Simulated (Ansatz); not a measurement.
What biaxial strain +0.68 %, plane normal [001], relaxed out of plane does to Li

The reference is Li in the bcc (W type) structure (space group Im-3m, No. 229; a = 3.4763 Å; relaxed with 0.1 eV smearing). Axes: x, y, z lie along the cube axes.

It is then changed as follows: tensile biaxial strain of 0.68 % in the plane normal to [001], as in epitaxy on a mismatched substrate; the out-of-plane cell vector and the atoms relax.

Level of theory: plane-wave PAW DFT at the r2SCAN level (Ansatz, an electronic-structure program, 500 eV), no spin-orbit coupling, earlier PAW set. k-mesh 27×27×27 (Γ-centred); smearing 0.1 eV (Fermi–Dirac).

| quantity | base | changed | shift |
|---|---|---|---|
| volume per atom | 21.00 Å³ | 21.05 Å³ | +0.042 Å³ |
| space group | Im-3m (No. 229) | I4/mmm (No. 139) | – |
| energy relative to the base (free energy F) | 0 meV/atom | 0.0 meV/atom | 0.0 meV/atom |
| pressure (mean of the normal stresses, compression positive) | 0.0 GPa | 0.0 GPa | 0.0 GPa |
| band gap | zero | zero | – |
| out-of-plane strain | – | -1.15 % | – |
| mean in-plane stress (compression positive) | – | 0.0 GPa | – |

Cost of the whole job for the changed cell (relaxation, final SCF and bands): very roughly 90 core-seconds.

No phonon test of stability was made.
